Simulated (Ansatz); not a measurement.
Consider C vacancy in 4H silicon carbide with all lengths changed by -1 %, charge state +2. Computed with PBE, PAW (plane waves to 420 eV; Ansatz, a first-principles code).

72-site cell at the strained lattice (strain from the relaxed PBE one, atoms relaxed), a 2×2×2 k-point mesh shifted by half a step along c, smearing 0.01 eV, spin-restricted, no finite-size correction. Energies are static. The charge state is imposed; whether it is stable for some Fermi level was not computed. Forms of the defect that were not tried may lie lower.

The step: one C atom jumps into the vacancy from a nearby C site. Atoms about the jump, Cartesian Å from the middle of the jump, before and after:

| atom | x0 | y0 | z0 | x1 | y1 | z1 |
|---|---|---|---|---|---|---|
| C1 | 0.00 | 0.88 | -1.24 | 0.00 | -0.88 | 1.24 |
| Si2 | 0.00 | -0.90 | -0.78 | 0.00 | -0.99 | -0.60 |
| Si3 | -1.54 | 1.76 | -0.65 | -1.61 | 1.80 | -0.60 |
| Si4 | 1.54 | 1.76 | -0.65 | 1.61 | 1.80 | -0.60 |
| Si5 | 1.61 | 0.03 | 1.91 | 1.54 | -0.02 | 1.88 |
| Si6 | -1.61 | 0.03 | 1.91 | -1.54 | -0.02 | 1.88 |
| C7 | 1.52 | 1.75 | 1.23 | 1.51 | 1.74 | 1.24 |
| C8 | -1.52 | 1.75 | 1.23 | -1.51 | 1.74 | 1.24 |
| Si9 | 0.00 | 2.65 | 1.88 | 0.00 | 2.65 | 1.88 |
| C10 | 1.54 | -1.78 | -1.24 | 1.54 | -1.77 | -1.26 |
| C11 | -1.54 | -1.78 | -1.24 | -1.54 | -1.77 | -1.26 |
| Si12 | 0.00 | 0.88 | -3.16 | 0.00 | 0.87 | -3.25 |
| C13 | 3.06 | 0.87 | -1.26 | 3.05 | 0.86 | -1.26 |
| C14 | -3.06 | 0.87 | -1.26 | -3.05 | 0.86 | -1.26 |
| C15 | 3.05 | -0.91 | 1.23 | 3.06 | -0.90 | 1.25 |
| C16 | -3.05 | -0.91 | 1.23 | -3.06 | -0.90 | 1.25 |
| Si17 | 3.07 | -0.89 | -0.65 | 3.07 | -0.90 | -0.62 |
| Si18 | -3.07 | -0.89 | -0.65 | -3.07 | -0.90 | -0.62 |

Q: Give the saddle-point geometry and the barrier.

A: 
| atom | x | y | z |
|---|---|---|---|
| C1 | 0.00 | 0.32 | 0.19 |
| Si2 | 0.00 | -0.86 | -1.15 |
| Si3 | -1.51 | 1.71 | -0.47 |
| Si4 | 1.51 | 1.71 | -0.47 |
| Si5 | 1.53 | 0.16 | 1.79 |
| Si6 | -1.53 | 0.16 | 1.79 |
| C7 | 1.59 | 1.96 | 1.35 |
| C8 | -1.59 | 1.96 | 1.35 |
| Si9 | 0.00 | 2.77 | 1.93 |
| C10 | 1.56 | -1.84 | -1.35 |
| C11 | -1.56 | -1.84 | -1.35 |
| Si12 | 0.00 | 0.75 | -3.16 |
| C13 | 3.02 | 0.86 | -1.24 |
| C14 | -3.02 | 0.86 | -1.24 |
| C15 | 3.01 | -0.84 | 1.21 |
| C16 | -3.02 | -0.84 | 1.21 |
| Si17 | 3.05 | -0.92 | -0.67 |
| Si18 | -3.05 | -0.92 | -0.67 |
It lies 5.11 eV above the start and 5.06 eV above the end. The saddle point's order was not checked, and it lies on a symmetry element of the cell, where a band can be held.
